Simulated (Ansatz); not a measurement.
## Harmonic thermodynamics of SrO in the rock salt structure

Per mole of formula units at the relaxed static volume; finite displacements on a 6×6×6 mesh, DFT at the r2SCAN level (Ansatz, a first-principles code), k mesh 12×12×12; sums on an interpolated 12×12×12 mesh.  Zero-point energy 7.99 kJ/mol.

```
T (K)  F_vib (kJ/mol)  S (J/mol/K)  C_V (J/mol/K)
-----  --------------  -----------  -------------
100              7.51         14.8           24.6
150              6.46         26.8           34.3
200              4.85         37.5           39.7
250              2.74         46.7           42.9
300               [?]          [?]            [?]
400             -5.95         67.9           46.9
600            -21.59         87.3           48.5
800            -40.51        101.3           49.1
1000           -61.91        112.3           49.4
```

Fill in the missing entries.


- 300, F_vib (kJ/mol): 0.20
- 300, S (J/mol/K): 54.7
- 300, C_V (J/mol/K): 44.8

Whether this phase is the stable one at each condition was not tested.

The PAW data sets were generated under PBE and serve the other functionals too.
